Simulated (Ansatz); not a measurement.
**LuAgTe₂ (space group R-3m, No. 166; a hypothetical phase, not in the database extracts checked)**

```yaml
crystal:
  lattice:
    - [2.17016, 1.25294, 7.02987]
    - [-2.17016, 1.25294, 7.02987]
    - [0.00000, -2.50588, 7.02987]
  atoms:
    - { symbol: Lu, position: [0.00000, 0.00000, 0.00000] }
    - { symbol: Ag, position: [0.50000, 0.50000, 0.50000] }
    - { symbol: Te, position: [0.25028, 0.25028, 0.25028] }
    - { symbol: Te, position: [0.74972, 0.74972, 0.74972] }
```

Method: PBE (Ansatz, a program for electronic structure, PAW, without spin-orbit coupling). Γ-centred 9×9×9 mesh, Fermi–Dirac width 0.05 eV.

| Quantity | Result |
|---|---|
| Volume per atom | 28.67 Å³ |
| Density | 7.79 g/cm³ |
| Band gap | 0.65 eV, indirect, T → F |
| Total energy | -9071.494 eV/atom (σ→0; compares only within this code and set-up) |

With Te present, leaving out spin-orbit coupling can change the band edges. Whether these cells are dynamically stable was not tested.
